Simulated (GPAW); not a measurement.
Input and output of a self-consistent single point for Ta2Si (I4/mcm, 6 atoms in the cell) (GPAW).

Computed with LDA (Perdew-Wang 92), GPAW PAW datasets LDA (gpaw-data 1.0.1) (plane waves; GPAW).

```xyz
6
Lattice="-3.0878 3.0878 2.5236 3.0878 -3.0878 2.5236 3.0878 3.0878 -2.5236" Properties=species:S:1:pos:R:3 pbc="T T T"
Ta     2.0775     1.0103     2.5236
Ta     1.0103     2.0775     0.0000
Ta    -1.0103     2.0775     2.5236
Ta     4.0980     1.0103     0.0000
Si     0.0000     0.0000     1.2618
Si     0.0000     0.0000     3.7855
```

Reference input (self-consistent single point, DFT LDA (Perdew-Wang 92), plane waves, GPAW PAW datasets LDA (gpaw-data 1.0.1)): mode = pw; ecut = 600 eV; xc = LDA; kpts = 7 7 7; mesh shift (steps) = 0 0 0; occupations.name = methfessel-paxton; occupations.width = 0.1 eV; occupations.order = 0; nbands = -10; convergence.forces = 0.001 eV/Å; symmetry.symmorphic = false; symmetry.tolerance = 0.0005. This run's input differs from it in these lines:

```diff
@@ -18,3 +18,3 @@
             xc='LDA',
-            kpts=(7, 7, 7),
+            kpts={'size': (4, 4, 4), 'gamma': True},
             occupations={'name': 'methfessel-paxton', 'width': 0.1, 'order': 0},
```

Log, with long lists cut:

```
     iter     time        total  log10-change:
                         energy   eigst   dens  force
iter:   1 --:--:--   -59.914466
iter:   2 --:--:--   -59.920479   -0.84  -1.26
iter:   3 --:--:--   -59.229956   -0.48  -1.27
iter:   4 --:--:--   -59.760770   -0.87  -1.69
iter:   5 --:--:--   -59.798238   -0.26  -1.68
iter:   6 --:--:--   -59.217021   -0.87  -1.48
iter:   7 --:--:--   -59.321666   -1.45  -2.02
iter:   8 --:--:--   -59.072353   -1.65  -1.88
iter:   9 --:--:--   -59.073523   -2.51  -2.48
iter:  10 --:--:--   -59.075042c  -3.74  -2.68
iter:  11 --:--:--   -59.071626c  -2.74  -2.73
iter:  12 --:--:--   -59.071518c  -4.04  -3.39
   [... lines left out ...]
iter:  17 --:--:--   -59.071422c  -4.49  -3.37
iter:  18 --:--:--   -59.071423c  -5.73  -3.85
iter:  19 --:--:--   -59.071425c  -7.02  -3.88
iter:  20 --:--:--   -59.071414c  -5.78  -3.85
iter:  21 --:--:--   -59.071455c  -5.59  -4.05c
iter:  22 --:--:--   -59.071430c  -6.56  -3.97
iter:  23 --:--:--   -59.071422c  -6.29  -4.28c
iter:  24 --:--:--   -59.071421c  -7.00  -4.65c
iter:  25 --:--:--   -59.071421c  -7.28  -4.70c
iter:  26 --:--:--   -59.071420c  -7.60c -4.65c
iter:  27 --:--:--   -59.071419c  -7.00  -4.90c
iter:  28 --:--:--   -59.071418c  -7.31  -4.99c
iter:  29 --:--:--   -59.071420c  -7.53c -4.78c -3.30c
Converged after 29 iterations.

Dipole moment: (-0.000000, 0.000000, 0.000000) |e|*Ang

Energy contributions relative to reference atoms: (reference = -1711406.704693)

Kinetic:        +37.805319
Potential:      -37.006209
External:        +0.000000
XC:             -58.688501
Entropy (-ST):   -0.021606
Local:           -1.171226
SIC:             +0.000000
--------------------------
Free energy:    -59.082223
Extrapolated:   -59.071420

Showing only first 2 kpts
 Kpt  Band  Eigenvalues  Occupancy
  0    28     11.90024    0.00849
  0    29     11.96269    0.00044
  0    30     12.65283    0.00000
  0    31     13.00940    0.00000

  1    28     11.58830    1.92483
  1    29     12.07737    0.00000
  1    30     12.09277    0.00000
  1    31     12.31126    0.00000

Fermi level: 11.71413

No gap
   [... lines left out ...]
  0 Ta   -0.00616    0.00616    0.00000
  1 Ta    0.00616   -0.00616    0.00000
  2 Ta   -0.00616   -0.00616    0.00000
  3 Ta    0.00616    0.00616    0.00000
  4 Si   -0.00000    0.00000   -0.00000
  5 Si   -0.00000    0.00000   -0.00000

Stress tensor:
     0.048097     0.000000     0.000000
     0.000000     0.048097    -0.000000
     0.000000    -0.000000     0.037094
Stress (GPa, Voigt): [ 7.706   7.706   5.9431 -0.      0.      0.    ]
```

The run converged in 29 iterations. GPAW prints stress with tension positive. Against the reference run the free energy is nearly the same (within 1 meV/atom), the pressure goes from -7.40 to -7.12 GPa and the largest force goes from 0.071 to 0.009 eV/Å.

The starting cell comes from a database of computed structures (which also holds hypothetical and non-ambient phases and stackings), without a prior relaxation at this level. Spin polarisation is off. With a pressure of about -7 GPa the cell is away from its equilibrium volume at this level.

Cost on one core of a shared machine: roughly 40 s.
